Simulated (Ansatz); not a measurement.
System: Si-vacancy pair (Si on one host Al site, one Al site vacant) in fcc Al (neutral cell). These are PBE, PAW (plane waves to 420 eV; Ansatz, an electronic-structure program) values and carry that method's errors.

Settings: 32 host sites, the relaxed PBE lattice, a 4×4×4 k-point mesh shifted by half a step, smearing 0.10 eV, spin-restricted, no image-charge correction. No zero-point or tunnelling terms. Forms of the defect that were not tried may lie lower. The start lies 0.12 eV above the lowest site run (PBE). The order of the sites in energy changes with the mesh.

Barriers: single points on a 6×6×6 k-point mesh shifted by half a step at the bands' geometries.

The step: a nearby Al atom hops onto the vacant site (Si-vacancy distance between ideal sites 5.72 → 4.95 Å). Atoms about the jump, Cartesian Å from the middle of the jump, before and after:

```json
[
 {"atom": "Al1", "x0": "-0.98", "y0": "0.00", "z0": "-0.98", "x1": "0.98", "y1": "0.00", "z1": "0.98"},
 {"atom": "Al2", "x0": "-0.98", "y0": "2.00", "z0": "1.01", "x1": "-1.01", "y1": "2.00", "z1": "0.99"},
 {"atom": "Al3", "x0": "-0.98", "y0": "-2.00", "z0": "1.01", "x1": "-1.01", "y1": "-2.00", "z1": "0.99"},
 {"atom": "Al4", "x0": "1.01", "y0": "-2.01", "z0": "-1.00", "x1": "0.98", "y1": "-2.01", "z1": "-1.02"},
 {"atom": "Al5", "x0": "1.01", "y0": "2.01", "z0": "-1.00", "x1": "0.98", "y1": "2.01", "z1": "-1.02"},
 {"atom": "Al6", "x0": "1.01", "y0": "0.00", "z0": "-3.03", "x1": "0.98", "y1": "0.00", "z1": "-3.00"},
 {"atom": "Al7", "x0": "2.99", "y0": "0.00", "z0": "-0.98", "x1": "3.02", "y1": "0.00", "z1": "-1.01"},
 {"atom": "Al8", "x0": "-3.04", "y0": "0.00", "z0": "1.01", "x1": "-3.00", "y1": "0.00", "z1": "0.98"},
 {"atom": "Al9", "x0": "-0.98", "y0": "0.00", "z0": "3.01", "x1": "-1.01", "y1": "0.00", "z1": "3.04"},
 {"atom": "Al10", "x0": "-1.00", "y0": "-2.04", "z0": "-3.03", "x1": "-1.00", "y1": "-2.01", "z1": "-3.00"},
 {"atom": "Al11", "x0": "-1.00", "y0": "2.04", "z0": "-3.03", "x1": "-1.00", "y1": "2.01", "z1": "-3.00"},
 {"atom": "Al12", "x0": "2.99", "y0": "2.00", "z0": "1.01", "x1": "3.02", "y1": "2.03", "z1": "1.02"},
 {"atom": "Al13", "x0": "2.99", "y0": "-2.00", "z0": "1.02", "x1": "3.02", "y1": "-2.03", "z1": "1.02"},
 {"atom": "Al14", "x0": "-3.03", "y0": "2.03", "z0": "-1.02", "x1": "-3.01", "y1": "2.00", "z1": "-1.01"},
 {"atom": "Al15", "x0": "-3.04", "y0": "-2.03", "z0": "-1.02", "x1": "-3.01", "y1": "-2.00", "z1": "-1.01"},
 {"atom": "Al16", "x0": "1.01", "y0": "-2.01", "z0": "3.02", "x1": "1.01", "y1": "-2.04", "z1": "3.05"},
 {"atom": "Al17", "x0": "1.01", "y0": "2.01", "z0": "3.02", "x1": "1.01", "y1": "2.04", "z1": "3.05"},
 {"atom": "Si18", "x0": "1.01", "y0": "-4.04", "z0": "-3.03", "x1": "1.03", "y1": "-4.04", "z1": "-3.05"}
]
```

**Question.** Where do these atoms stand at the saddle point, and how high is it?

**Answer.** 
| atom | x | y | z |
|---|---|---|---|
| Al1 | 0.02 | -0.01 | -0.04 |
| Al2 | -1.03 | 2.14 | 1.06 |
| Al3 | -1.03 | -2.16 | 1.06 |
| Al4 | 1.05 | -2.21 | -1.08 |
| Al5 | 1.05 | 2.19 | -1.09 |
| Al6 | 0.98 | -0.01 | -2.96 |
| Al7 | 2.96 | -0.01 | -0.97 |
| Al8 | -2.96 | -0.01 | 0.99 |
| Al9 | -0.97 | -0.01 | 2.98 |
| Al10 | -1.01 | -1.99 | -2.99 |
| Al11 | -1.01 | 1.97 | -2.99 |
| Al12 | 2.99 | 1.96 | 1.02 |
| Al13 | 2.99 | -1.98 | 1.02 |
| Al14 | -3.00 | 1.96 | -1.00 |
| Al15 | -3.00 | -1.98 | -1.00 |
| Al16 | 1.02 | -1.99 | 3.03 |
| Al17 | 1.02 | 1.98 | 3.03 |
| Si18 | 1.02 | -4.04 | -3.13 |
It lies 0.54 eV above the start and 0.57 eV above the end. The saddle point's order was not checked, and it lies on a symmetry element of the cell, where a band can be held.
